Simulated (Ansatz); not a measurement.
Start from Ag2O (space group Pn-3m, No. 224; a = 4.812 Å).

The values are results of PBE/PAW in Ansatz (an electronic-structure program), spin-orbit coupling left out, not measurements.

Base values:

| Property | Result |
|---|---|
| Pressure | 0.0 GPa |
| Band gap | zero |

One thing is altered: every lattice vector is shortened by 1.80 %; the atoms relax in the strained cell.

Problem. How does this affect the energy relative to the base?

Solution. The energy goes up by 13 meV/atom.

Problem. How does this affect the pressure?

Solution. The pressure goes from zero to 4.4 GPa.

Problem. What happens to the band gap?

Solution. The band gap stays zero.

Stability against distortions was not tested. No Hubbard U is applied, and correlation can decide whether such a compound is a metal. All final runs are without spin polarisation. Gaps under 0.05 eV, about the width of the smearing, are given as zero. A zero or small gap of Ag2O can be the functional's error rather than a property of the material.
